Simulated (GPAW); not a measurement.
## Worked example: self-consistent single point of V3Si (Pm-3n, 8 atoms in the cell) in GPAW

Computed with LDA (Perdew-Wang 92), real-space grid, GPAW PAW datasets LDA (gpaw-data 1.0.1) run with GPAW 25.7.0.

The input file:

```python
from ase import Atoms
from gpaw import GPAW

atoms = Atoms(['V', 'V', 'V', 'V', 'V', 'V', 'Si', 'Si'],
              cell=[[4.753915, 0.000000, 0.000000],
                    [0.000000, 4.753915, 0.000000],
                    [0.000000, 0.000000, 4.753915]],
              scaled_positions=[[0.250000, 0.000000, 0.500000],
                                [0.750000, 0.000000, 0.500000],
                                [0.500000, 0.750000, 0.000000],
                                [0.500000, 0.250000, 0.000000],
                                [0.000000, 0.500000, 0.750000],
                                [0.000000, 0.500000, 0.250000],
                                [0.000000, 0.000000, 0.000000],
                                [0.500000, 0.500000, 0.500000]],
              pbc=True)

atoms.set_initial_magnetic_moments([2.0, 2.0, 2.0, 2.0, 2.0, 2.0, 0.0, 0.0])

calc = GPAW(spinpol=True,
            mode='fd',
            h=0.18,
            xc='LDA',
            kpts=(5, 5, 5),
            occupations={'name': 'marzari-vanderbilt', 'width': 0.272},
            nbands=-16,
            convergence={'forces': 0.001},
            symmetry={'symmorphic': False, 'tolerance': 0.0005},
            maxiter=100)

atoms.calc = calc

energy = atoms.get_potential_energy()
print('Energy (eV):', round(energy, 6))
forces = atoms.get_forces()
print('Forces (eV/Ang):')
print(forces.round(5))
```

The program printed (abridged):

```
Input parameters:
  convergence: {forces: 0.001}
  h: 0.18
  kpts: [5 5 5]
  maxiter: 100
  mode: fd
  nbands: -16
  occupations: {name: marzari-vanderbilt,
                width: 0.272}
  spinpol: True
  symmetry: {symmorphic: False,
             tolerance: 0.0005}

species:
  V:
    name: Vanadium
    Z: 23.0
    valence: 13
    core: 10
    charge: 0.0
    file: V.LDA.gz

    # Using partial waves for V as LCAO basis

  Si:
    name: Silicon
    Z: 14.0
    valence: 4
    core: 10
    charge: 0.0
    file: Si.LDA.gz

    # Using partial waves for Si as LCAO basis

Reference energy: -170323.037373  # eV

Spin-polarized calculation.
Initial magnetic moment: 12.000000

Convergence criteria:
 Maximum [total energy] change in last 3 cyles: 0.0005 eV / valence electron
 Maximum integral of absolute [dens]ity change: 0.0001 electrons / valence electron
 Maximum integral of absolute [eigenst]ate change: 4e-08 eV^2 / valence electron
 Maximum change in the atomic [forces] across last 2 cycles: 0.001 eV/Ang OR
Maximum error relative to the maximum force is below inf
 Maximum number of scf [iter]ations: 100

Symmetries present (total): 48
Symmetries with fractional translations: 24
125 k-points: 5 x 5 x 5 Monkhorst-Pack grid
10 k-points in the irreducible part of the Brillouin zone
       k-points in crystal coordinates                weights
   0:     0.00000000    0.00000000    0.00000000          1/125
   1:     0.20000000    0.00000000    0.00000000          6/125
   2:     0.20000000    0.20000000    0.00000000         12/125
   [... 7 lines left out ...]

Wave functions: Uniform real-space grid
  Kinetic energy operator: 6*3+1=19 point O(h^6) finite-difference Laplacian

Occupation numbers: Marzari-Vanderbilt:
  width: 0.2720  # eV

Eigensolver

Densities:
  Coarse grid: 28*28*28 grid
  Fine grid: 56*56*56 grid
  Total Charge: 0.000000

Density mixing:
  Method: difference
  Backend: pulay
  Linear mixing parameter: 0.05
  old densities: 5
  Damping of long wavelength oscillations: 50

Hamiltonian:
  XC and Coulomb potentials evaluated on a 56*56*56 grid
  Interpolation: tri-quintic (5. degree polynomial)
  Poisson solver: FastPoissonSolver using
    Stencil: 6*3+1=19 point O(h^6) finite-difference Laplacian
    FFT axes: [np.int64(0), np.int64(1), np.int64(2)]
    FST axes: []

Number of atoms: 8
Number of atomic orbitals: 86
Number of bands in calculation: 65
Number of valence electrons: 86
Bands to converge: occupied

Density initialized from atomic densities
  65 bands from LCAO basis set

Atomic positions and initial magnetic moments

Positions:
   0 V      1.188479    0.000000    2.376958    ( 0.0000,  0.0000,  2.0000)
   1 V      3.565436    0.000000    2.376958    ( 0.0000,  0.0000,  2.0000)
   2 V      2.376958    3.565436    0.000000    ( 0.0000,  0.0000,  2.0000)
   3 V      2.376958    1.188479    0.000000    ( 0.0000,  0.0000,  2.0000)
   4 V      0.000000    2.376958    3.565436    ( 0.0000,  0.0000,  2.0000)
   5 V      0.000000    2.376958    1.188479    ( 0.0000,  0.0000,  2.0000)
   6 Si     0.000000    0.000000    0.000000    ( 0.0000,  0.0000,  0.0000)
   7 Si     2.376958    2.376958    2.376958    ( 0.0000,  0.0000,  0.0000)

Unit cell:
           periodic     x           y           z      points  spacing
  1. axis:    yes    4.753915    0.000000    0.000000    28     0.1698
  2. axis:    yes    0.000000    4.753915    0.000000    28     0.1698
  3. axis:    yes    0.000000    0.000000    4.753915    28     0.1698

  Lengths:   4.753915   4.753915   4.753915
  Angles:   90.000000  90.000000  90.000000

Effective grid spacing dv^(1/3) = 0.1698

     iter     time        total  log10-change:         magmom
                         energy   eigst   dens  force
iter:   1 --:--:--   -70.701678                          +12.0374
iter:   2 --:--:--   -73.161334   +0.23  -1.45           +6.6855
iter:   3 --:--:--   -73.736837   -0.25  -1.43           +1.6319
iter:   4 --:--:--   -74.855742   -0.03  -1.44           +0.5720
iter:   5 --:--:--   -74.329133   -0.98  -1.54           +0.4074
iter:   6 --:--:--   -73.684709   -1.58  -1.57           +0.3467
iter:   7 --:--:--   -72.709431   -0.77  -1.66           +0.3216
iter:   8 --:--:--   -72.799449   -1.78  -2.18           +0.3761
iter:   9 --:--:--   -72.781238   -2.15  -2.20           +0.2527
iter:  10 --:--:--   -72.749553   -2.01  -2.37           +0.1564
iter:  11 --:--:--   -72.753425c  -2.75  -3.12           +0.0789
iter:  12 --:--:--   -72.758818c  -2.43  -2.95           -0.0021
iter:  13 --:--:--   -72.754046c  -3.27  -2.83           -0.0097
iter:  14 --:--:--   -72.751852c  -3.46  -3.04           -0.0065
iter:  15 --:--:--   -72.751899c  -4.28  -4.00           -0.0043
iter:  16 --:--:--   -72.751963c  -4.84  -4.06c          -0.0008
iter:  17 --:--:--   -72.751896c  -5.26  -3.76           -0.0009
iter:  18 --:--:--   -72.751896c  -5.96  -4.12c          -0.0007
iter:  19 --:--:--   -72.751896c  -5.81  -4.19c          -0.0001
iter:  20 --:--:--   -72.751901c  -5.85  -4.25c          -0.0001
iter:  21 --:--:--   -72.751896c  -6.21  -4.27c          -0.0001
iter:  22 --:--:--   -72.751896c  -7.35  -4.49c          -0.0001
iter:  23 --:--:--   -72.751896c  -7.10  -4.52c          -0.0001
iter:  24 --:--:--   -72.751896c  -6.58  -4.68c          -0.0000
iter:  25 --:--:--   -72.751895c  -7.73c -4.97c          +0.0000
iter:  26 --:--:--   -72.751896c  -7.46c -5.16c -16.55c   +0.0000

Converged after 26 iterations.

Dipole moment: (-2.608633, -2.608633, -2.608633) |e|*Ang

Total magnetic moment: (0.000000, 0.000000, 0.000001)
Local magnetic moments:
   0 V  ( 0.000000,  0.000000,  0.000000)
   1 V  ( 0.000000,  0.000000,  0.000000)
   2 V  ( 0.000000,  0.000000,  0.000000)
   3 V  ( 0.000000,  0.000000,  0.000000)
   4 V  ( 0.000000,  0.000000,  0.000000)
   5 V  ( 0.000000,  0.000000,  0.000000)
   6 Si ( 0.000000,  0.000000, -0.000000)
   7 Si ( 0.000000,  0.000000, -0.000000)

Energy contributions relative to reference atoms: (reference = -170323.037373)

Kinetic:        -21.773964
Potential:      +17.989780
External:        +0.000000
XC:             -69.671011
Entropy (-ST):   +0.018292
Local:           +0.685007
SIC:             +0.000000
--------------------------
Free energy:    -72.751896
Extrapolated:   -72.751896

Spin contamination: 0.000001 electrons
Showing only first 2 kpts
                      Up                     Down
 Kpt  Band  Eigenvalues  Occupancy  Eigenvalues  Occupancy
  0    41      8.69980    1.03746      8.69980    1.03746
  0    42      9.22804    0.47255      9.22804    0.47255
  0    43      9.22804    0.47255      9.22804    0.47255
  0    44     11.12925    0.00000     11.12925    0.00000

  1    41      8.72842    1.04676      8.72842    1.04676
  1    42      9.25398    0.40503      9.25398    0.40503
  1    43      9.31089    0.27341      9.31089    0.27341
  1    44     10.69025    0.00000     10.69025    0.00000

Fermi level: 9.25573

No gap
No difference between direct/indirect transitions
Energy (eV): -72.751896

Forces in eV/Ang:
  0 V    -0.00000    0.00000    0.00000
  1 V    -0.00000    0.00000    0.00000
  2 V    -0.00000    0.00000    0.00000
  3 V    -0.00000   -0.00000    0.00000
  4 V     0.00000   -0.00000    0.00000
  5 V    -0.00000   -0.00000   -0.00000
  6 Si   -0.00000   -0.00000   -0.00000
  7 Si    0.00000    0.00000   -0.00000
```

The run converged in 26 iterations.

The starting cell comes from a database of computed structures (which also holds hypothetical and non-ambient phases and stackings), without a prior relaxation at this level. Its lattice was rescaled by a random factor within 2.5 % of one. The starting moments vanished: the run ended non-magnetic, which need not be the lowest state.

Cost on one core of a shared machine: roughly 20 min.
